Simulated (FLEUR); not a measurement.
Short convergence ladders for W (Im-3m, 1 atom in the cell)

```xyz
1
Lattice="-1.5721 1.5721 1.5721 1.5721 -1.5721 1.5721 1.5721 1.5721 -1.5721" Properties=species:S:1:pos:R:3 pbc="T T T"
W      0.0000     0.0000     0.0000
```

Base method: FLEUR with PBE, all-electron FLAPW (FLEUR), scalar-relativistic valence.

Base settings: Kmax = 4.2 1/bohr; GmaxXC = 16.8 1/bohr; xcFunctional = pbe; jspins = 1; l_soc = F; mode = hist; fermiSmearingEnergy = 0.00367493 Htr; mesh (inpgen div1-3) = 9 9 9; inpgen gamma flag = false; Gmax = 16.8 1/bohr.

Core times come from one kind of shared machine, to one figure; runs under 30 s give none.

**Shifted k-point meshes**

Only quantities that move along the ladder and can be compared are tabulated.

| kpt_div | free energy less the last step's (meV/atom) | core time / last (rough) |
|---|---|---|
| 4 4 4 | -204.57 | – |
| 6 6 6 | 41.22 | – |
| 8 8 8 | 4.17 | – |
| 10 10 10 | -1.62 | – |
| 14 14 14 | -2.75 | – |
| 26 26 26 | -0.07 | 0.3 |
| 32 32 32 | -0.43 | 0.6 |
| 48 48 48 | 0.00 | 1 |

Coarsest kpt_div that holds the free energy within 2 meV/atom of the last step, with all finer ones: 26 26 26, at about 0.3 of the last step's time; the step before is off by 2.8 meV/atom.

**The width of Gaussian smearing**

In this ladder: mode = gauss; kpt_div = 15 15 15.

Narrow widths need finer meshes than wide ones, so the last steps can hold mesh noise.

Only quantities that move along the ladder and can be compared are tabulated; pressure and forces are left out, as mesh noise rules them at narrow widths.

| fermiSmearingEnergy | total energy (no entropy term) less the last step's (meV/atom) |
|---|---|
| 0.0367493 Htr | 143.24 |
| 0.0183747 Htr | 33.46 |
| 0.0110248 Htr | 11.89 |
| 0.00734986 Htr | 4.80 |
| 0.00367493 Htr | 0.74 |
| 0.00183747 Htr | 0.00 |

Widest fermiSmearingEnergy that holds the total energy (no entropy term) within 2 meV/atom of the last step, with all finer ones: 0.00367493 Htr; the step before is off by 4.8 meV/atom.

On the base run: the starting cell has typed, rounded lattice constants, without a prior relaxation at this level. Its lattice was rescaled by up to half a per cent. Spin polarisation is off. Values depend on the basis (sphere radii, cutoffs, local orbitals), which need not be converged.

Left out of this page: 2 runs of the series outside the window shown, repeating another row's setting, or not comparable.
